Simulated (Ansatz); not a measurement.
GaP (model structure, started from the CsCl type, Pm-3m, No. 221, 2 atoms in the cell)

Calculation: r²SCAN (PAW; Ansatz, an electronic-structure program).

Run with plane-wave cutoff 500 eV, 14×14×14 k mesh, Fermi–Dirac smearing 0.05 eV, scalar-relativistic PAW data made under PBE.

Cell (relaxed at this level):

```
GaP
1.0
    3.19009     0.00000     0.00000
    0.00000     3.19009     0.00000
    0.00000     0.00000     3.19009
Ga P
1 1
Cartesian
  0.00000   0.00000   0.00000
  1.59504   1.59504   1.59504
```

For GaP (model structure, started from the CsCl type, Pm-3m, No. 221, 2 atoms in the cell), the band gap is zero (no gap).

Note: the relaxation could raise the start's symmetry but not lower it, so the cell can be a saddle point.

Spin–orbit coupling is not included.

A model structure was made by putting elements into a prototype or built by hand; it is no filed structure, need not be a known phase, and can be a saddle point held by its symmetry.
